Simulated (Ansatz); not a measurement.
Consider InAgTe2 in the chalcopyrite structure (space group I-42d, No. 122; a = 6.5688 Å, c = 13.0031 Å). Axes: x, y, z lie along a, b, c of the conventional cell.

Computed with PBE/PAW in Ansatz (a quantum-chemistry and plane-wave program), no spin-orbit coupling.

For the base:

- Pressure: 0.0 GPa
- Volume per atom: 35.07 Å³

Perturbation: tensile biaxial strain of 0.84 % in the plane normal to [001], as in epitaxy on a mismatched substrate; the out-of-plane cell vector and the atoms relax.

Estimate the effect on the energy relative to the base, pressure and volume per atom.

The energy increases by 0.6 meV/atom; the pressure (mean of the normal stresses, compression positive) goes from zero to -0.2 GPa; the volume per atom increases by 0.19 Å³ (35.07 Å³ → 35.26 Å³).

No phonon test of stability was made. The final runs are not spin-polarised. Gaps under 0.05 eV, about the width of the smearing, are given as zero.
